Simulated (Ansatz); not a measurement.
Structures of equal composition on the (000-1) surface of 4H silicon carbide (C plane on top): (√3x√3)R30° Bi adatom at H3; (√3x√3)R30° Bi adatom at T4. The slabs share one bottom face, and each structure is named by its start. These are constructed structures in small cells; real faces may alloy, dewet or reconstruct in larger ones, and not all known structures of the face are among them. Slabs of about 11 Å, Fermi-Dirac smearing of 0.025 eV. Bottom of the slabs: H caps. Relaxed from the named starts with such symmetry as they have, on meshes of like density; energies extrapolated to zero smearing; spin only where a row says so; no spin-orbit coupling, no U. Brackets mark spin-polarised runs, whose order is one that fits the cell. Where a second, spin-polarised start was run, the lower counts.

The numbers are results of PBE (plane waves to 420 eV, PAW; Ansatz, a quantum-chemistry and plane-wave program), not measurements.

Problem. Rank these by energy per 1x1 cell (lowest first), as PBE gives it.

Solution. (√3x√3)R30° Bi adatom at T4 (0.000 eV, gap 1.90 eV on the mesh), (√3x√3)R30° Bi adatom at H3 (0.059 eV, gap 1.65 eV on the mesh)
